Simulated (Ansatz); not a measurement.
The parent structure is CdI₂ in the CdI2 type structure (space group P-3m1, No. 164; a = 4.153 Å, c = 6.551 Å; layered, stacked along the Cartesian z axis). Axes: x lies along a and z along c of the hexagonal cell.

Level of theory: DFT with PBEsol-D3(BJ), PAW potentials and a 420 eV plane-wave cutoff in Ansatz (a first-principles code), no spin-orbit coupling.

Base values:

| Item | Result |
|---|---|
| Pressure | 0.00 GPa |
| Gap character | indirect, K–Γ (77 % along) → k = (0, 0.444, -0.400) in the run's primitive reciprocal basis |

It is then changed as follows: tensile biaxial strain of 2.00 % in the plane normal to [001], as in epitaxy on a mismatched substrate; the out-of-plane cell vector and the atoms relax.

Question: Predict the new out-of-plane strain.

Answer: The out-of-plane strain is -1.78 %.

Question: Estimate the effect on the pressure.

Answer: The pressure (mean of the normal stresses, compression positive) goes from zero to -0.69 GPa.

Question: What does the calculation give for the gap character after the change?

Answer: The gap character becomes indirect, K–Γ (77 % along) → k = (0, 0.444, 0.400) in the run's primitive reciprocal basis (base: indirect, K–Γ (77 % along) → k = (0, 0.444, -0.400) in the run's primitive reciprocal basis).

With I present, leaving out spin-orbit coupling can change the band edges. No phonon test of stability was made.
